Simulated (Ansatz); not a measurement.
Fluorite CoSi₂, treated with LDA in Ansatz (PAW).

Settings: plane-wave cutoff 520 eV, 12×12×12 k mesh, Fermi–Dirac smearing 0.1 eV, perturbation theory, force constants from a 4×4×4 q mesh, no spin polarisation, scalar-relativistic PAW data made under PBE.

Problem. Predict the zero-point energy.

Solution. 
* **zero-point energy**: 0.055 eV/atom

Ansatz is an electronic-structure program.
